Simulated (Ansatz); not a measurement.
Relaxation of the outer planes of the (100) surface of pyrite in its 1x1 cell (cut with top plane 2 S, bottom plane 2 S), outermost plane spacing 0.63 Å in the ideal cut.

All values below come from PBE (plane waves to 420 eV, PAW; Ansatz, a quantum-chemistry and plane-wave program).

Model: 30-atom slab, Fe10S20, 12.1 Å thick at the start, 5x5x1 mesh, Fermi-Dirac 0.025 eV, dipole correction, all atoms relaxed; symmetry of the start imposed; no spin (magnetic order not tried), no spin-orbit, no U.

| plane | atoms | bulk spacing to the next (Å) | relaxed spacing (Å) | change (%) | rumpling (Å) |
|---|---|---|---|---|---|
| 1 | 2 S | 0.634 | 0.707 | 11.5 | 0.00 |
| 2 | 2 Fe | 0.634 | 0.457 | -27.9 | 0.00 |
